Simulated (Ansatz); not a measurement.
**Cu3Ge (P-6m2, No. 187, 4 atoms in the cell; start mp-1225745): bulk modulus by level of theory**

No measured value is used here.

```json
[
 {"level (code)": "LDA (Ansatz)", "value (GPa)": "146", "cell (Å³/atom)": "12.29"},
 {"level (code)": "PBEsol (Ansatz)", "value (GPa)": "132", "cell (Å³/atom)": "12.74"},
 {"level (code)": "r²SCAN (Ansatz)", "value (GPa)": "127", "cell (Å³/atom)": "12.91"}
]
```

LDA, PBEsol, r²SCAN: the run has no spin polarisation, so it can have missed a magnetic state. LDA, PBEsol, r²SCAN: the bulk modulus is −V dP/dV from two relaxed cells at ±2 % in volume. LDA, PBEsol, r²SCAN: the relaxation could not lower the start's symmetry, so the cell can be a saddle point above a distorted one. Each level is taken at its own relaxed cell. Cutoffs differ between the levels. Ansatz's density-functional and Hartree–Fock values are scalar-relativistic unless marked +SOC, with PAW data made under PBE.

A start named mp-… is a Materials Project structure, which need not be a measured phase.

Ansatz is a quantum-chemistry and plane-wave program.
